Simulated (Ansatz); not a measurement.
A short convergence ladder for VRu (Pm-3m, 2 atoms in the cell)

```
VRu
1.0
    3.01184     0.00000     0.00000
    0.00000     3.01184     0.00000
    0.00000     0.00000     3.01184
V Ru
1 1
Direct
  0.50000   0.50000   0.50000
  0.00000   0.00000   0.00000
```
Moments meant for the start (each program seeds them in its own way; μB, in the order of the atoms V Ru): 2.0 0.0.

Base method: LDA (PW92), default PAW files made with PBE (plane waves; Ansatz, a program for electronic structure).

Base settings: basis.ecutwfc = 420 eV; kpoints.mp_grid.grid = 11 11 11; hamiltonian.xc = lda; hamiltonian.pseudopotentials = {kind: paw} (the program's default PAW files); magnetization.spin_polarized = true; scf.occupations.method = gaussian; scf.occupations.width = 0.1 eV.

Core times come from one kind of shared machine, to one figure; runs under 30 s give none.

**The force threshold of a relaxation**

On VRu (P4mm, 2 atoms in the cell): one atom moved by 0.15 angstrom.

In this ladder: relax = atoms.

The mesh stays at the base's, so the ladder's end is converged at best in this setting alone.

Only quantities that move along the ladder and can be compared are tabulated.

```tsv
relax.f_tol	free energy less the last step's (meV/atom)	largest force left (eV/Å)	relaxation steps	core time / last (rough)
0.2 eV/Å	2.16	0.1286	2	0.4
0.1 eV/Å	0.25	0.0312	3	0.7
0.05 eV/Å	0.25	0.0312	3	0.5
0.03 eV/Å	0.00	0.0006	5	1.0
0.02 eV/Å	0.00	0.0006	5	0.7
0.01 eV/Å	0.00	0.0006	5	0.8
0.005 eV/Å	0.00	0.0006	6	0.7
0.002 eV/Å	0.00	0.0004	5	0.8
0.001 eV/Å	0.00	0.0004	5	1
```

Coarsest relax.f_tol that holds the free energy within 0.2 meV/atom of the last step, with all finer ones: 0.03 eV/Å; the step before is off by 0.25 meV/atom.

Coarsest relax.f_tol that holds the largest force left within 0.02 eV/Å of the last step, with all finer ones: 0.03 eV/Å; the step before is off by 0.031 eV/Å.

Two neighbours can agree and both be off: 0.1 eV/Å and 0.05 eV/Å differ by 0.00 meV/atom in the free energy, yet lie about 0.25 meV/atom from the last step.

On the base run: the starting cell comes from a database of computed structures (which also holds hypothetical and non-ambient phases and stackings), without a prior relaxation at this level. Its lattice was rescaled by up to half a per cent. The moments shrank to a small part of their start, a low-spin state that need not be the lowest. The program warned that a starting moment was not kept. In the base run, with a pressure of about -16 GPa the cell is away from its equilibrium volume at this level.

Keys are those of Ansatz 0.2.
